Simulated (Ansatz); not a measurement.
Band structure of SiTe2 (P-3m1, 3 atoms in the cell).

```yaml
crystal:
  lattice:
    - [3.79211, 0.00000, 0.00000]
    - [-1.89605, 3.28406, 0.00000]
    - [0.00000, 0.00000, 7.06352]
  atoms:
    - { symbol: Si, position: [0.00000, 0.00000, 0.00000] }
    - { symbol: Te, position: [0.33333, 0.66667, 0.77341] }
    - { symbol: Te, position: [0.66667, 0.33333, 0.22659] }
```

Method of the run: PBEsol, PAW files made with PBE (plane waves; Ansatz, an electronic-structure program).

Settings: kpoints.mp_grid.grid = 8 8 4; hamiltonian.xc = pbesol; hamiltonian.pseudopotentials = {kind: paw} (an earlier, softer set of the program's PAW files); scf.occupations.method = gaussian; scf.occupations.width = 0.272 eV; kpoints.band_path.npoints = 8.

The starting cell comes from a database of computed structures (which also holds hypothetical and non-ambient phases and stackings), without a prior relaxation at this level. Its lattice was rescaled by a random factor within 2.5 % of one. Spin-orbit coupling is off. The run gives no clean gap (levels at the Fermi energy touch, overlap or are partly filled at this smearing), which alone does not show that the compound is a metal.

Levels in eV from the Fermi level, bands 15 to 21:
```tsv
point	15	16	17	18	19	20	21
Γ	-0.65	-0.65	-0.10	-0.10	0.92	3.06	3.30
M	-3.26	-2.87	-1.78	-0.48	-0.21	2.82	3.89
K	-4.43	-4.27	-1.77	-1.77	0.31	4.88	4.88
A	-0.67	-0.67	-0.05	-0.05	1.70	2.90	3.17
L	-2.82	-2.68	-1.25	-0.72	-0.64	2.65	3.50
H	-4.67	-4.41	-1.07	-1.07	1.02	3.42	3.42
```

Bands cross the Fermi level along this path, so the cell is metallic at this level.

Keys are those of Ansatz 0.2.
